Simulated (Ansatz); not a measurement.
# Step by step: surface energy of the Si(111) slab with 2 OH, the mean of its two faces, with the listed reservoirs for the atoms in excess

This concerns the surface energy of the Si(111) slab with 2 OH, the mean of its two faces, with the listed reservoirs for the atoms in excess. Reaction: 10 Si (diamond) + H2 (gas) + O2 (gas) → cell A.

A: a slab of Si (diamond, Fd-3m) cut along (111), 14 atoms, hexagonal cell of 3.87 Å (13.0 Å²), symmetry C2/m within 0.02 Å, 17.7 Å thick under 16 Å of vacuum, in-plane vectors held at the crystal's; planes from bottom to top: H | O | Si × 10 | O | H; added, foreign or displaced atoms, above the top plane and below the bottom plane: two times OH bound through O to 1 Si at 1.69 Å; spin state with PBE: run without spin.

Ansatz (a quantum-chemistry and plane-wave program) with PAW potentials; structures come from PBE relaxations, nuclei static, no net charge. Ansatz runs with its PAW set soft_1. Other levels take these structures. The lattices are those relaxed with PBE, so at other levels the solids can be strained. A dispersion term (D3(BJ), or D4 for r2SCAN) was computed beside these levels and is taken off wherever the name lacks it. Space groups of crystals are read within 0.01 Å. Cell A has symmetry C2/m within 0.02 Å and got no random move, so less symmetric positions, which may lie lower, weren't tried.

Total energies of the cells in eV, at zero smearing width. They compare only within one column; the weights balance every element.

```tsv
cell	atoms	weight	r2SCAN
A: Si(111) slab with 2 OH	14	+1	-7560.52902
Si (diamond)	2	−5	-1278.12913
H2 (gas)	2	−1	-31.88931
O2 (gas)	2	−1	-1131.97288
```

r2SCAN: (-7560.52902) − 5 × (-1278.12913) − (-31.88931) − (-1131.97288) = -6.0212 eV; dividing by 2 × 12.955 Å² and converting at 16.022 J/m² per eV/Å² gives -3.72 J/m².
